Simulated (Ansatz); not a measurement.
Base system: HfO2 (space group P4_2/nmc, No. 137; a = 3.567 Å, c = 5.166 Å).

Levels (all Ansatz, a program for electronic structure, PAW): PBEsol (420 eV, no spin-orbit coupling); r2SCAN (500 eV, spin-orbit coupling left out).

Its gap is 4.57 eV with PBEsol and 5.22 eV with r2SCAN.

Perturbation: every lattice vector is stretched by 2.40 %, atoms relaxed at fixed cell.

With PBEsol the gap becomes 4.43 eV.

Q: If the r2SCAN correction stayed the same, what would the r2SCAN gap be, and what does the r2SCAN run give?

A: A rigid correction of +0.65 eV gives 5.08 eV. The r2SCAN run gives 5.06 eV, so the two effects roughly add.

Single points use the geometry relaxed with PBEsol. Spin-orbit coupling, missing from the scalar runs, can matter with Hf. The cells carry an imposed strain or load. Stability against distortions was not tested. This is not the structure that HfO2 has at room temperature and ambient pressure.
